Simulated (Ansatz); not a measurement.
NbSi$_{2}$ (P6_222), PBEsol, DFPT electron-phonon coupling, linearised Boltzmann equation in Ansatz (a first-principles code). Phonon-limited resistivity 40.0 μΩ·cm at 300 K along x (a = (4.77, 0.00, 0.00) Å; b = (-2.39, 4.13, 0.00) Å; c = (0.00, 0.00, 6.57) Å), 56.9 μΩ·cm at 400 K, Drude plasma energy 3.07 eV.

Q: What temperature coefficient of resistance follows, and how does it compare with 1/T?

A: (ρ₄₀₀ − ρ₃₀₀)/(100 K × ρ₃₀₀) = 4.22×10⁻³ K⁻¹, against 1/T = 3.33×10⁻³ K⁻¹ for a resistivity proportional to T. It lies higher because phonons are still being populated at 300 K; impurities would add a constant and lower it.

Q: What is the classical skin depth at 100 GHz (nonmagnetic, μ₀ = 1.257×10⁻⁶ H/m)?

A: δ = √(ρ/(π f μ₀)) = 1010 nm.

Q: What Drude relaxation time do resistivity and plasma energy imply?

A: ω_p = 4.66e15 s⁻¹, so τ = 1/(ε₀ ω_p² ρ) = 13.0 fs, a damping ħ/τ of 50.7 meV.

A metal at this level (no band gap). Only scattering by harmonic phonons is included (no impurities, grain boundaries, electron-electron scattering or thermal expansion). Spin-orbit coupling is left out. Halving the electron mesh (20x20x12) moves the resistivity by up to 3 % at 300 K. Smearing 0.20 eV; phonons on a 4x4x2 q mesh, which this run doesn't test.
